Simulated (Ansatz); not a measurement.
Input and output of a self-consistent single point for KSe3 (C2, 8 atoms in the cell) (Ansatz, a quantum-chemistry and plane-wave program).

Method of the run: LDA (PW92), default PAW files made with PBE (plane waves; Ansatz).

```
CELL_PARAMETERS angstrom
      5.85884    -2.73576     0.00000
      5.85884     2.73576     0.00000
     -3.06050     0.00000     7.77364
ATOMIC_POSITIONS crystal
  K  0.82776 0.96710 0.24792
  K  0.03290 0.17224 0.75208
  Se 0.57072 0.70170 0.52139
  Se 0.29830 0.42928 0.47861
  Se 0.81372 0.86248 0.80885
  Se 0.13752 0.18628 0.19115
  Se 0.49032 0.70926 0.20352
  Se 0.29074 0.50968 0.79648
```

Reference input (self-consistent single point, DFT, LDA (PW92), plane waves, default PAW files made with PBE): basis.ecutwfc = 420 eV; kpoints.mp_grid.grid = 4 4 3; hamiltonian.xc = lda; hamiltonian.pseudopotentials = {kind: paw} (the program's default PAW files); scf.occupations.method = gaussian; scf.occupations.width = 0.1 eV. This run's input differs from it in these lines:

Ansatz 0.2 input:
```diff
@@ -18,3 +18,3 @@
   mp_grid:
-    grid: [4, 4, 3]
+    grid: [5, 5, 3]
 hamiltonian:
```

Log, with long lists cut:

```
SCF iter   1: F=—  HF=-35295.326365 eV  |F-HF|=—  |Δ(HF+E_count)|=         —  Δρ=4.94e-3  dr2=4.63e-2  ethr=1.77e-3  ⟨swp⟩=7.0  Hψ=6555  notcnv=0  defer=27
all-band conjugate gradients solve this SCF's bands
preconditioner: auto → Resta (q_TF=auto, 2.395 Å⁻¹)
SCF iter   2: F=—  HF=-35295.315319 eV  |F-HF|=—  |Δ(HF+E_count)|=   1.10e-2  Δρ=2.64e-3  dr2=1.04e-2  ethr=4.06e-5  ⟨swp⟩=1.7  Hψ=1937  notcnv=0  defer=36
   [... lines left out ...]
SCF iter   5: F=—  HF=-35295.313443 eV  |F-HF|=—  |Δ(HF+E_count)|=   5.02e-6  Δρ=6.90e-5  dr2=1.81e-5  ethr=1.86e-7  ⟨swp⟩=2.2  Hψ=2571  notcnv=0  defer=36
SCF iter   6: F=—  HF=-35295.313495 eV  |F-HF|=—  |Δ(HF+E_count)|=   5.16e-5  Δρ=2.82e-5  dr2=3.50e-6  ethr=1.59e-8  ⟨swp⟩=2.0  Hψ=2870  notcnv=0  defer=36
SCF iter   7: F=—  HF=-35295.313495 eV  |F-HF|=—  |Δ(HF+E_count)|=   9.98e-9  Δρ=1.07e-5  dr2=4.85e-7  ethr=3.07e-9  ⟨swp⟩=2.0  Hψ=2870  notcnv=0  defer=36
SCF iter   8: F=-35295.313495 eV  HF=-35295.313495 eV  |F-HF|=1.36e-8  |Δ(HF+E_count)|=   4.40e-8  Δρ=3.56e-6  dr2=4.58e-8  ethr=8.77e-11  ⟨swp⟩=9.9  Hψ=7681  notcnv=0
SCF 1 converged in 8 iterations: F = -35295.313495 eV  dr2 = 4.58e-8
Free energy (F): -35295.313495 eV
Internal energy: -35295.311724 eV  (E = F + TS)
E sigma→0 (E₀):  -35295.312609 eV
Entropy (-TS):   -0.001772 eV (-0.221 meV/atom)
Fermi energy:    5.545355 eV
--- Forces (eV/Å), atoms counted from 1 ---
  atom   1  K     -0.02739038    -0.01766268    -0.00798299
  atom   2  K      0.02739038    -0.01766268     0.00798299
  atom   3  Se     0.03180784    -0.00344144    -0.09384874
  atom   4  Se    -0.03180784    -0.00344144     0.09384874
  atom   5  Se     0.06212944    -0.10560339    -0.19764472
  atom   6  Se    -0.06212944    -0.10560339     0.19764472
  atom   7  Se     0.04498092     0.12671200     0.25528931
  atom   8  Se    -0.04498092     0.12671200    -0.25528931
--- Stress (GPa, compression-positive) ---
       -2.964013      -0.000000      -0.169017
       -0.000000      -3.176031       0.000000
       -0.169017       0.000000      -3.471117
  P = ⅓ Tr σ = -3.2037 GPa (-32.037 kbar)
  The stress holds the Pulay correction. Without it, at fixed plane waves, as pw.x and ABINIT print it: P = -3.2218 GPa
```

The run converged in 8 iterations. Against the reference run the free energy goes down by 3.0 meV/atom, the pressure moves little (-3.14 to -3.20 GPa) and the largest force goes from 0.331 to 0.289 eV/Å.

The starting cell comes from a database of computed structures (which also holds hypothetical and non-ambient phases and stackings), without a prior relaxation at this level. With a pressure of about -3 GPa the cell is away from its equilibrium volume at this level. Ansatz's pressure includes its estimate of the finite-basis (Pulay) stress. A gap is left out here, as mesh or smearing make it unsure.
